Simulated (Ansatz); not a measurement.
Base system: KI in the rock salt structure (space group Fm-3m, No. 225; a = 7.007 Å). Axes: x, y, z lie along the cube axes.

Method: Kohn–Sham DFT with the PBEsol functional, run in Ansatz (a first-principles code) with PAW and 420 eV plane waves, no spin-orbit coupling.

Base values:

```
Item                   Result
-------------  --------------
Electron mass  0.32 mₑ (at Γ)
Pressure             0.00 GPa
Band gap              3.87 eV
```

It is then changed as follows: the cell is stretched by 5.45 % along z with no lateral relaxation; the atoms relax in the strained cell.

Question: How does this affect the electron mass, pressure and band gap?

Answer: The electron mass changes from 0.32 mₑ (at Γ) to 0.31 mₑ along z, 0.34 mₑ across (at Γ); the pressure (mean of the normal stresses, compression positive) goes from zero to -0.48 GPa; the band gap shrinks by 0.115 eV (3.87 eV → 3.76 eV).

Spin-orbit coupling, missing from the scalar runs, can matter with I. Effective masses come from finite differences of ±0.01 Å⁻¹. Whether these cells are dynamically stable was not tested.
